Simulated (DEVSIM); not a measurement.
Structure: Co/HfO2/SiO2/n-Si capacitor, at 250 K.

```csv
layer (left to right),material,thickness (nm),Nd (cm⁻³)
1,HfO2,8.00,-
2,SiO2,0.790,-
3,Si,1400,1.7e17
```

Metal gate on the left, work function 5 eV. Fixed charge at the semiconductor interface 0 cm⁻² (in units of +e); no interface traps.

The device is made up for the run: typed textbook-type constants, with dimensions and the other settings drawn at random. Values at 300 K; Nc and Nv go as T^1.5, mobilities as T to minus their exponent, the gap by Varshni's rule with the affinity fixed.

```csv
parameter,HfO2,SiO2,Si
gap (eV),5.7,9,1.124
affinity (eV),2.5,0.9,4.05
permittivity,22,3.9,11.7
Nc (cm⁻³),-,-,2.86e19
Nv (cm⁻³),-,-,3.1e19
Varshni α (eV/K),-,-,0.000473
Varshni β (K),-,-,636
```

Model (solved in DEVSIM): 1D Poisson equation in equilibrium, Boltzmann statistics, complete ionisation; no quantum confinement or tunnelling. Metal contacts follow the ideal Schottky-Mott rule: no Fermi-level pinning, no interface dipoles.

The interface trap density was swept, all else fixed.

```
interface trap density (cm^-2 eV^-1)  threshold voltage (band bending 2φF) (V)  minimum of the low-frequency capacitance (μF/cm²)  flat-band voltage (V)
------------------------------------  ----------------------------------------  -------------------------------------------------  ---------------------
0                                                                        -0.22                                              0.124                   0.85
1e10                                                                     -0.22                                              0.125                   0.85
1e11                                                                     -0.23                                              0.137                   0.85
3e11                                                                     -0.23                                              0.164                   0.87
1e12                                                                     -0.25                                              0.248                   0.92
2e12                                                                     -0.27                                              0.353                   0.99
```

From the first row to the last the threshold voltage (band bending 2φF) goes from -0.22 to -0.27. From the first row to the last the minimum of the low-frequency capacitance goes from 0.124 to 0.353.
